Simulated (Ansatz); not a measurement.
MgS (model structure, within 0.1 Å of Fm-3m, No. 225, 6 atoms in the cell), treated with PBE (Ansatz, a program for electronic structure, PAW).

Settings: plane-wave cutoff 520 eV, 12×12×4 k mesh (along the axes of the cell as run), Fermi–Dirac smearing 0.01 eV, scalar-relativistic PAW data made under PBE.

Cell (relaxed at this level):

MgS is taken in the cubic space group Fm-3m (No. 225), the rock salt structure, Pearson symbol cF8. Cell: a = 5.230 Å, b = 5.230 Å, c = 5.230 Å, α = 90.00°, β = 90.00°, γ = 90.00°. Mg on 4b is surrounded by 6 S at 2.615 Å (octahedral). S on 4a is coordinated by 6 Mg at 2.615 Å (octahedral). (Neighbours: up to the widest gap in distance over summed covalent radii, below 1.35, at either atom; cation-cation and far metal-metal contacts left out.)
(The calculation used a cell of 6 atoms; values per cell refer to that cell.)

Problem. What does this level give for the band gap and smallest direct gap on the k points sampled?

Solution. 
- band gap = 2.76 eV (indirect)
- smallest direct gap on the k points sampled = 3.60 eV

The computed numbers hold no vibrational or temperature effects.

The result took roughly 40 core-seconds.

A model structure was made by putting elements into a prototype or built by hand; here it ended with the formula and space group of a phase in our tables.
